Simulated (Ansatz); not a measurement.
The parent structure is Pt in the fcc (Cu type) structure (space group Fm-3m, No. 225; relaxed with 0.1 eV smearing).

```
Pt
1.0
    0.00000     1.97088     1.97088
    1.97088     0.00000     1.97088
    1.97088     1.97088     0.00000
Pt
1
Direct
  0.00000   0.00000   0.00000
```

Cartesian axes are those of the cell as printed.

All numbers come from r2SCAN, PAW, 500 eV (Ansatz, a program for electronic structure; no spin-orbit coupling).

Before the change:

```
Quantity    Value
--------  -------
Pressure  0.0 GPa
```

Now apply this change: tensor shear ε_xy = +1.43 % (engineering shear γ = 0.0286), atoms relaxed at fixed cell.

Task: Predict the new pressure.

Result: The pressure (mean of the normal stresses, compression positive) goes from zero to 0.2 GPa.

The cells carry an imposed strain or load. No phonon test of stability was made. All final runs are without spin polarisation.
